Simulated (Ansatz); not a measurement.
B20 (FeSi-type) MnSi was calculated with PBEsol (Ansatz, an electronic-structure program, PAW).

Numerical settings: plane-wave cutoff 520 eV, 12×12×12 k mesh, Fermi–Dirac smearing 0.05 eV, spin-polarised with parallel moments, scalar-relativistic PAW data made under PBE.

Cell (relaxed at this level):

```cif
data_Mn4Si4
_chemical_formula_sum 'Mn4 Si4'
_space_group_name_H-M_alt 'P 1'
_space_group_IT_number 1
_cell_length_a 4.47035
_cell_length_b 4.47035
_cell_length_c 4.47035
_cell_angle_alpha 90.000
_cell_angle_beta 90.000
_cell_angle_gamma 90.000
loop_
_space_group_symop_operation_xyz
  'x, y, z'
loop_
_atom_site_label
_atom_site_type_symbol
_atom_site_fract_x
_atom_site_fract_y
_atom_site_fract_z
_atom_site_occupancy
Mn1 Mn 0.86292 0.63708 0.36292 1
Mn2 Mn 0.36292 0.86292 0.63708 1
Mn3 Mn 0.13708 0.13708 0.13708 1
Mn4 Mn 0.63708 0.36292 0.86292 1
Si1 Si 0.15462 0.34538 0.65462 1
Si2 Si 0.65462 0.15462 0.34538 1
Si3 Si 0.84538 0.84538 0.84538 1
Si4 Si 0.34538 0.65462 0.15462 1
```
Starting moments (μB, in the order of the record's atoms Mn Mn Mn Mn Si Si Si Si): 1.2 1.2 1.2 1.2 0.0 0.0 0.0 0.0.

Problem. Predict the bulk modulus, magnetic moment (largest site, within a sphere) and pressure derivative B′ of the bulk modulus.

Solution. 
- bulk modulus = 220 GPa
- magnetic moment (largest site, within a sphere) = 0.90 μB
- pressure derivative B′ of the bulk modulus = 4.2

The run finds no gap.

Measured, for comparison: bulk modulus 167 GPa (room temperature, no zero-point or thermal correction; as tabulated in Study of the compressibility of FeSi, MnSi, and CoS2 (JETP Letters), abstract). Computed (rounded) less measured: bulk modulus +32 %.

Note: the collinear magnetic order is the start's and need not be the measured one; the bulk modulus comes from volumes at which shape and atoms were relaxed.

Moments are spin moments.
